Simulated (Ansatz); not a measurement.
The reference is CdS in the zinc blende structure (space group F-43m, No. 216; a = 5.8777 Å). Axes: x, y, z lie along the cube axes.

Structures relaxed with r2SCAN (Ansatz, a quantum-chemistry and plane-wave program, PAW, scalar-relativistic without spin-orbit coupling).

Base:

Simulated powder pattern, Co Kα, λ = 1.79026 Å (kinematic, ideal powder, no thermal factors, no anomalous dispersion; the 8 strongest lines at most, above 2 %, up to 2θ = 90°):

```
2θ (°)  I/Imax (%)    hkl
------  ----------  -----
30.59          100  (111)
35.47           23  (200)
51.03           54  (220)
60.68           42  (311)
63.68          6.0  (222)
75.06          8.5  (400)
83.19           18  (331)
85.86          8.0  (420)
```

After one change:

Simulated powder pattern, Co Kα, λ = 1.79026 Å (kinematic, ideal powder, no thermal factors, no anomalous dispersion; the 8 strongest lines at most, above 2 %, up to 2θ = 90°):

```
2θ (°)  I/Imax (%)
------  ----------
30.75          100
35.47           16
36.03          7.6
51.03           18
51.45           36
60.77           29
61.51           14
83.92           12
```

Which of these changes matches the shifts?
A. uniaxial strain ε_zz = −0.50 %
B. uniaxial strain ε_zz = −2.00 %
C. uniaxial strain ε_zz = −3.00 %
D. uniaxial strain ε_zz = −1.50 %

D, uniaxial strain ε_zz = −1.50 %. Its volume per atom is 25.00 Å³ against 25.38 Å³, and its space group is I-4m2 (No. 119).

No phonon test of stability was made.
